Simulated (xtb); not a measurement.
xtb 6.7.1, GFN1-xTB: Cc1ccc2c(c1)sc1cc(-c3ccc4c(c3)C(C)(C)c3cc(-c5ccc6cc(C(C)(C)C)ccc6c5)ccc3-4)ccc12, 79 atoms. The geometry is a generated start, not checked to be a minimum at this level.

* **run flags**: --grad
* **method**: GFN1-xTB
* **--acc**: 1 (default)
* **--etemp (K)**: 300 (default)
* **basis functions**: 250
* **valence electrons**: 210

One run each on 1 thread. Values of broydamp tried: 0.02, 0.05, 0.1, 0.2, 0.4 (default), 0.6, 0.8, 1.

Which value of broydamp needs the fewest SCC iterations, and what happens away from it?

Fewest SCC iterations, within one of each other: 0.4 (default) with 10, 0.6 with 11. The count rises to 17 at 0.02. All converge to one solution.

```csv
broydamp,SCC iterations,end
0.02,17,same solution
0.05,16,same solution
0.1,13,same solution
0.2,12,same solution
0.4 (default),10,same solution
0.6,11,same solution
0.8,12,same solution
1,13,same solution
```
